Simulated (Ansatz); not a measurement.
The reference is WSi2 (space group I4/mmm, No. 139; a = 3.2115 Å, c = 7.8041 Å).

Method: plane-wave PAW DFT at the r2SCAN level (Ansatz, a quantum-chemistry and plane-wave program, 500 eV), scalar-relativistic without spin-orbit coupling.

Base values:

| Item | Value |
|---|---|
| c/a ratio | 2.430 |
| Lattice parameter a | 3.212 Å |

One thing is altered: cell and atoms relaxed at a pressure of 9 GPa.

Estimate the effect on the c/a ratio.

The c/a ratio goes up by 0.007, from 2.430 to 2.437.

Predict the new lattice parameter a.

The lattice parameter a decreases by 0.0413 Å to 3.170 Å.

Load acts through the strain it causes; cell and atoms are relaxed under it. Stability against distortions was not tested. No other phases were tried under pressure. All final runs are without spin polarisation.
